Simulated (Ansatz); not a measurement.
**Pressure series in MoS2**

Take MoS2 in the 3R-MoS2 type structure (space group R3m, No. 160; a = 3.116 Å, c = 17.356 Å (hexagonal axes); layered, stacked along the Cartesian z axis) as the base.

Cell and atoms are relaxed at each pressure.

Level of theory: PBEsol-D3(BJ) (Ansatz, an electronic-structure program; PAW; 420 eV plane waves; spin-orbit coupling left out).

**Question.** Only one of these keeps a band gap. Which?
(A) pressure 30 GPa
(B) pressure 100 GPa
(C) pressure 15 GPa
(D) pressure 7 GPa
(E) pressure 75 GPa

**Answer.** D, pressure 7 GPa. Computed: pressure 15 GPa: zero; pressure 75 GPa: zero; pressure 7 GPa: 0.15 eV; pressure 100 GPa: zero; pressure 30 GPa: zero

The mesh was chosen for an insulator and is coarse for the gapless case. Load acts through the strain it causes; cell and atoms are relaxed under it. No phonon test of stability was made. No other phases were tried under pressure. The final runs are not spin-polarised. A zero or small gap of MoS2 under pressure 15 GPa, MoS2 under pressure 7 GPa and MoS2 under pressure 30 GPa can be the functional's error rather than a property of the material.
